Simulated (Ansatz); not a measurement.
**Mo: energy against volume**

Mo (bcc, Im-3m, 15.060 Å³/atom and stress up to 0.01 GPa in the relaxed cell, cube axes along x, y and z) under hydrostatic pressure, with the cell free. LDA in Ansatz, a plane-wave DFT program (PAW, default set), 420 eV, 21×21×21 Γ-centred mesh, Fermi-Dirac smearing 0.05 eV.

Here V stands for volume and E for E less E0.

```
volume (Å³/atom)  E less E0 (meV/atom)  pressure (GPa)
----------------  --------------------  --------------
15.1652                           0.70           -2.01
15.1125                           0.18           -1.01
15.0603                           0.00            0.00
15.0149                           0.11            0.89
14.9552                           0.64            2.09
14.8384                           2.99            4.50
14.6326                          11.55            9.00
14.3795                          30.38           15.01
13.8292                              ?               ?
```

Fit E of the 8 rows that show it with the third-order Birch-Murnaghan form, a cubic in V^(-2/3). With u = V^(-2/3) - 0.1652, the rows have u = -0.0019821, -0.0016028, -0.0012250, -0.0008947, -0.0004577, 0.0004057, 0.0019549, 0.0039106. Least squares gives E = 1.670 + 2781.1·u + 1159169·u² + 1787150·u³. Residuals (row less fit): 0.002, -0.003, 0.001, 0.002, 0.000, 0.001, 0.000, 0.000; standard error 0.002 (degrees of freedom: 4). Its minimum lies at u = -0.0012030, so V0 = (0.1639970)^(-3/2) = 15.06. There d²E/du² = 2305000 and d³E/du³ = 1.072e7, so B0 = (4/9) × 15.06^(-7/3) × 2305000 × 0.160218 = 293 GPa (the last factor turns the table's units into GPa), and B0' = 4 + (2/3) × 0.1639970 × (1.072e7)/2305000 = 4.5. B0' rests on the cubic coefficient alone and has a standard error of 0.1 from these residuals.

Task: Predict the withheld E at V = 13.8292 from the fit, and compare with the calculation.

Result: u = 0.0083676, so E = 1.670 + 2781.1 × 0.0083676 + 1159169 × 0.0083676² + 1787150 × 0.0083676³ = 107.149 meV/atom. The calculation gives 106.92 meV/atom, 0.229 meV/atom below the prediction (0.2 % of the range of E in the table). The row lies outside the fitted rows, so this is an extrapolation. The scatter of the fitted rows lies at the last printed digit.

In a metal these values are sensitive to mesh and smearing; energies are taken to zero smearing, stresses follow the free energy. Other structures, which can take over under pressure, weren't tried. The same form fitted to the pressure column gives B0' = 4.3; series where the two differ by over 0.4 aren't shown. Rows are the converged runs of the series near zero and its far end, less any whose ions stayed unrelaxed beside relaxed ones; series whose fitted rows scatter by over a few per cent of the range, as at a crossing or softening among them, aren't shown in this form.
